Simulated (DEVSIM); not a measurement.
Structure: Cr/SiO2/p-Si capacitor, at 250 K.

| layer (left to right) | material | thickness (nm) | Na (cm⁻³) |
|---|---|---|---|
| 1 | SiO2 | 7.90 | - |
| 2 | Si | 6900 | 6.9e15 |

Metal gate on the left, work function 4.5 eV. Fixed charge at the semiconductor interface -1e10 cm⁻² (in units of +e); no interface traps.

Constants are typed, rounded textbook-type inputs, not results; the design itself was drawn at random and stands for no fabricated device. Values at 300 K; Nc and Nv go as T^1.5, mobilities as T to minus their exponent, the gap by Varshni's rule with the affinity fixed.

```csv
parameter,SiO2,Si
gap (eV),9,1.124
affinity (eV),0.9,4.05
permittivity,3.9,11.7
Nc (cm⁻³),-,2.86e19
Nv (cm⁻³),-,3.1e19
Varshni α (eV/K),-,0.000473
Varshni β (K),-,636
```

DEVSIM, 1D Poisson equation in equilibrium, Boltzmann statistics, complete ionisation; no quantum confinement or tunnelling. Metal contacts follow the ideal Schottky-Mott rule: no Fermi-level pinning, no interface dipoles.

**Question.** Tabulate band edges, carrier densities and field at 0.1 V on the gate.

**Answer.** Energies count from the Fermi level of the right contact; mesh points crowd at the junctions.

```json
[
 {"x (μm)": "0.000", "Ec (eV)": "3.500", "Ev (eV)": "-5.500", "n (cm⁻³)": "< 1e2", "p (cm⁻³)": "< 1e2", "field (V/cm)": "100000"},
 {"x (μm)": "0.001349", "Ec (eV)": "3.514", "Ev (eV)": "-5.486", "n (cm⁻³)": "< 1e2", "p (cm⁻³)": "< 1e2", "field (V/cm)": "100000"},
 {"x (μm)": "0.003790", "Ec (eV)": "3.539", "Ev (eV)": "-5.461", "n (cm⁻³)": "< 1e2", "p (cm⁻³)": "< 1e2", "field (V/cm)": "100000"},
 {"x (μm)": "0.006312", "Ec (eV)": "3.565", "Ev (eV)": "-5.435", "n (cm⁻³)": "< 1e2", "p (cm⁻³)": "< 1e2", "field (V/cm)": "100000"},
 {"x (μm)": "0.008114", "Ec (eV)": "0.432", "Ev (eV)": "-0.704", "n (cm⁻³)": "4.2e10", "p (cm⁻³)": "150000", "field (V/cm)": "33000"},
 {"x (μm)": "0.009947", "Ec (eV)": "0.438", "Ev (eV)": "-0.698", "n (cm⁻³)": "3.2e10", "p (cm⁻³)": "200000", "field (V/cm)": "33000"},
 {"x (μm)": "0.01422", "Ec (eV)": "0.452", "Ev (eV)": "-0.684", "n (cm⁻³)": "1.7e10", "p (cm⁻³)": "390000", "field (V/cm)": "32000"},
 {"x (μm)": "0.02964", "Ec (eV)": "0.501", "Ev (eV)": "-0.635", "n (cm⁻³)": "1.8e9", "p (cm⁻³)": "3700000", "field (V/cm)": "31000"},
 {"x (μm)": "0.06017", "Ec (eV)": "0.589", "Ev (eV)": "-0.547", "n (cm⁻³)": "2.9e7", "p (cm⁻³)": "2.2e8", "field (V/cm)": "27000"},
 {"x (μm)": "0.1314", "Ec (eV)": "0.757", "Ev (eV)": "-0.379", "n (cm⁻³)": "12000", "p (cm⁻³)": "5.3e11", "field (V/cm)": "20000"},
 {"x (μm)": "0.2976", "Ec (eV)": "0.942", "Ev (eV)": "-0.194", "n (cm⁻³)": "< 1e2", "p (cm⁻³)": "2.9e15", "field (V/cm)": "3700"},
 {"x (μm)": "0.9274", "Ec (eV)": "0.961", "Ev (eV)": "-0.175", "n (cm⁻³)": "< 1e2", "p (cm⁻³)": "6.9e15", "field (V/cm)": "≈ 0"},
 {"x (μm)": "2.155", "Ec (eV)": "0.961", "Ev (eV)": "-0.175", "n (cm⁻³)": "< 1e2", "p (cm⁻³)": "6.9e15", "field (V/cm)": "≈ 0"},
 {"x (μm)": "4.532", "Ec (eV)": "0.961", "Ev (eV)": "-0.175", "n (cm⁻³)": "< 1e2", "p (cm⁻³)": "6.9e15", "field (V/cm)": "≈ 0"},
 {"x (μm)": "6.132", "Ec (eV)": "0.961", "Ev (eV)": "-0.175", "n (cm⁻³)": "< 1e2", "p (cm⁻³)": "6.9e15", "field (V/cm)": "≈ 0"},
 {"x (μm)": "6.576", "Ec (eV)": "0.961", "Ev (eV)": "-0.175", "n (cm⁻³)": "< 1e2", "p (cm⁻³)": "6.9e15", "field (V/cm)": "≈ 0"},
 {"x (μm)": "6.766", "Ec (eV)": "0.961", "Ev (eV)": "-0.175", "n (cm⁻³)": "< 1e2", "p (cm⁻³)": "6.9e15", "field (V/cm)": "≈ 0"},
 {"x (μm)": "6.848", "Ec (eV)": "0.961", "Ev (eV)": "-0.175", "n (cm⁻³)": "< 1e2", "p (cm⁻³)": "6.9e15", "field (V/cm)": "≈ 0"},
 {"x (μm)": "6.890", "Ec (eV)": "0.961", "Ev (eV)": "-0.175", "n (cm⁻³)": "< 1e2", "p (cm⁻³)": "6.9e15", "field (V/cm)": "≈ 0"},
 {"x (μm)": "6.901", "Ec (eV)": "0.961", "Ev (eV)": "-0.175", "n (cm⁻³)": "< 1e2", "p (cm⁻³)": "6.9e15", "field (V/cm)": "≈ 0"},
 {"x (μm)": "6.905", "Ec (eV)": "0.961", "Ev (eV)": "-0.175", "n (cm⁻³)": "< 1e2", "p (cm⁻³)": "6.9e15", "field (V/cm)": "≈ 0"},
 {"x (μm)": "6.908", "Ec (eV)": "0.961", "Ev (eV)": "-0.175", "n (cm⁻³)": "< 1e2", "p (cm⁻³)": "6.9e15", "field (V/cm)": "≈ 0"}
]
```
